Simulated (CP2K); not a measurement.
# Variants of one calculation on Cu2SiHgO4 (I-4, 8 atoms in the cell)

```
Cu2SiHgO4
1.0
    5.37929     0.00000     0.00000
    1.80058     5.06899     0.00000
   -3.58993    -2.53450     3.10249
Cu Hg Si O
2 1 1 4
Direct
  0.00000   0.00000   0.00000
  0.75000   0.25000   0.50000
  0.25000   0.75000   0.50000
  0.50000   0.50000   0.00000
  0.62900   0.62800   0.51300
  0.11500   0.11600   0.48700
  0.37200   0.88500   0.00100
  0.88400   0.37100   0.99900
```

Base run A: PBE, GPW, DZVP-MOLOPT-SR-GTH basis, GTH-PBE potentials (GTH_POTENTIALS) (CP2K), self-consistent single point.

Its settings: CUTOFF = 600 Ry; REL_CUTOFF = 50 Ry; SMEAR/METHOD = METHFESSEL_PAXTON; SIGMA = 0.1 eV; KPOINTS/SCHEME = MONKHORST-PACK 4 4 4; GAMMA_CENTERED = T; XC_FUNCTIONAL = PBE; Cu/BASIS_SET = DZVP-MOLOPT-SR-GTH; Cu/POTENTIAL = GTH-PBE-q11; Hg/BASIS_SET = DZVP-MOLOPT-SR-GTH; Hg/POTENTIAL = GTH-PBE-q12; Si/BASIS_SET = DZVP-MOLOPT-SR-GTH; Si/POTENTIAL = GTH-PBE-q4; O/BASIS_SET = DZVP-MOLOPT-SR-GTH; O/POTENTIAL = GTH-PBE-q6; METHOD = GPW; EPS_DEFAULT = 1e-10; NGRIDS = 5; SCF_GUESS = ATOMIC; EPS_SCF = 1e-06.

The starting cell was generated: these elements placed on a structure prototype, without a prior relaxation; it need not be a known phase or ordering of this composition. Its lattice was rescaled by a random factor within 2.5 % of one. Spin polarisation is off, so a magnetic state, if there is one, cannot be reached. Values carry the incompleteness of an atom-centred basis. In the base run, with a pressure of about 57 GPa the cell is away from its equilibrium volume at this level. In the base run, forces exceed 1 eV/Å. The run gives no clean gap (levels at the Fermi energy touch, overlap or are partly filled at this smearing), which alone does not show that the compound is a metal. Without a gap this mesh is coarse (it stands for a supercell whose shortest vector is 18 Å).

ΔF is the free energy per atom less that of run A. A dash stands where there is no value to compare (another energy zero or no entropy term, no result, no spin, no clean gap, or a mesh too coarse for one). Total energies depend on the potentials, the functional and any Hubbard or dispersion term, so they are compared only between runs that share all of them.

Runs:
- B: CUTOFF: 600 Ry → 690 Ry
- C: KPOINTS/SCHEME: MONKHORST-PACK 4 4 4 → MONKHORST-PACK 3 3 3; GAMMA_CENTERED: T → default
- D: SIGMA: 0.1 eV → 0.03 eV; KPOINTS/SCHEME: MONKHORST-PACK 4 4 4 → MONKHORST-PACK 5 5 5; GAMMA_CENTERED: T → default
- E: XC_FUNCTIONAL: PBE → GGA_X_AM05 + GGA_C_AM05 [AM05]
- F: MIXING/ALPHA: 0.2 → 0.05

```csv
run,ΔF (meV/atom),pressure (GPa),largest force (eV/Å),k-points
A,0.00,57.13,9.057,36
B,0.01,57.13,9.056,36
C,-0.35,57.15,9.045,14
D,-0.61,57.21,9.006,63
E,–,50.31,8.784,36
F,0.00,57.13,9.057,36
```

Run D against A: The free energy stays essentially unchanged (within 1 meV/atom), the pressure moves little (57.13 to 57.21 GPa) and the largest force goes from 9.057 to 9.006 eV/Å.

Run E against A: The pressure goes from 57.13 to 50.31 GPa and the largest force goes from 9.057 to 8.784 eV/Å.

Left out of this page: 1 run of the series unsound by tests on forces, stress, charge or solver warnings.
